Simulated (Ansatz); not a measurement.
## A computed series for ZrB2: response to strain

Take ZrB₂ (space group P6/mmm, No. 191; relaxed with 0.1 eV smearing) as the base.

```
CELL_PARAMETERS angstrom
      3.15522     0.00000     0.00000
     -1.57761     2.73250     0.00000
      0.00000     0.00000     3.50621
ATOMIC_POSITIONS crystal
  Zr 0.00000 0.00000 0.00000
  B  0.66667 0.33333 0.50000
  B  0.33333 0.66667 0.50000
```

Cartesian axes are those of the cell as printed.

Strains are applied to the cell and any free atomic positions relax.

All numbers come from Ansatz (a program for electronic structure) PBEsol, scalar-relativistic without spin-orbit coupling.

Notes on the quantities. pressure: mean of the normal stresses, compression positive; energy relative to the base: free energy F.

```
variant                         volume per atom    pressure  energy relative to the base
------------------------------  ---------------  ----------  ---------------------------
base                                   10.08 Å³     0.0 GPa                   0 meV/atom
uniaxial strain ε_zz = −3.00 %          9.77 Å³     7.8 GPa                 +14 meV/atom
uniaxial strain ε_zz = −2.50 %          9.82 Å³     6.4 GPa                +9.3 meV/atom
uniaxial strain ε_zz = −2.00 %          9.87 Å³     5.0 GPa                +5.9 meV/atom
uniaxial strain ε_zz = −1.50 %          9.93 Å³     3.7 GPa                +3.3 meV/atom
uniaxial strain ε_zz = −1.00 %          9.98 Å³     2.4 GPa                +1.5 meV/atom
uniaxial strain ε_zz = +0.50 %         10.13 Å³    -1.2 GPa                +0.4 meV/atom
uniaxial strain ε_zz = +1.00 %         10.18 Å³  (withheld)                   (withheld)
uniaxial strain ε_zz = +1.50 %         10.23 Å³    -3.4 GPa                +3.1 meV/atom
uniaxial strain ε_zz = +3.00 %         10.38 Å³    -6.5 GPa                 +12 meV/atom
```

Problem. Fill in the withheld entries from the trend.

Solution. 
- uniaxial strain ε_zz = +1.00 %, pressure: -2.3 GPa
- uniaxial strain ε_zz = +1.00 %, energy relative to the base: +1.4 meV/atom

No phonon test of stability was made. The final runs are not spin-polarised.
